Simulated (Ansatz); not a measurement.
The starting structures come from a database of crystals and need not be the phases stable at ambient conditions.

 Where the default PAW files enter, the runs use the earlier of Ansatz's two default sets.

Data:

```xyz
10
Lattice="5.6703 0.0000 0.0000 2.7803 5.0156 0.0000 0.0735 -3.1840 4.6914" Properties=species:S:1:pos:R:3 pbc="T T T"
La     5.6829     1.7478     1.1708
La     2.8412     0.0838     3.5206
Ta     0.0367    -1.5920     2.3457
Ta     2.8352     0.0000     0.0000
N      5.8060     0.0600     3.6068
N      2.7181     1.7717     1.0847
N      3.9358    -0.8786     1.5273
N      4.5883     2.7103     3.1641
O      1.0862    -0.6021     0.8872
O      4.6576    -2.5818     3.8042
```

Space group of this cell: C2/m. The cell is taken as given; by r2SCAN its mean pressure is -3.7 GPa.

Transport runs along the normal of the first two printed cell vectors.

No gap correction and no spin-orbit coupling; mid-gap values are interpolated between computed energies.

Q: Compute, with Ansatz (an electronic-structure program) with r2SCAN, the band gap and the smallest decay constant κ at mid-gap.

A: Gap 1.01 eV on a 6×8×6 mesh; κ = 0.156 1/Å, at (0.167, 0.167) of the in-plane reciprocal vectors. At the zone centre, at the nearest computed energy, the slowest state has κ = 0.16 1/Å.
